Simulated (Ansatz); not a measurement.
Cost and result by functional for the surface energy of the (30-32) surface of hcp Ti in its 1x1 cell, outermost plane spacing 0.80 Å in the ideal cut, in Ansatz (plane waves, PAW). Single points on the PBE structure, on one kind of machine; costs are rough ratios of the slab run's core time (references not counted) to the cheapest single point. r2SCAN's cost holds its higher cutoff (500 against 420 eV). Differences are taken against r2SCAN for comparison alone: no measured value is at hand, so the table doesn't rank accuracy.

Set-up: 28 atoms, 10.4 Å thick at the start (thin: gaps and levels are the slab's own); mesh 13x3x1; 0.1 eV smearing; dipole correction on; all atoms relaxed; symmetry of the start imposed; no spin, no spin-orbit, no U. These notes are the PBE run's.

| functional | relative cost | surface energy (J/m²) | less r2SCAN (J/m²) |
|---|---|---|---|
| LDA | 1 | 2.20 | 0.02 |
| PBEsol | 1 | 2.15 | -0.03 |
| RPBE | 1 | 1.86 | -0.33 |
| r2SCAN | 2 | 2.18 | 0.00 |
| PBE (the relaxed run's value) | – | 1.98 | -0.20 |

The values span 0.34 J/m², while the single points' costs differ by a factor of roughly 2. Differences are of unrounded values.

Ansatz is a program for electronic structure.
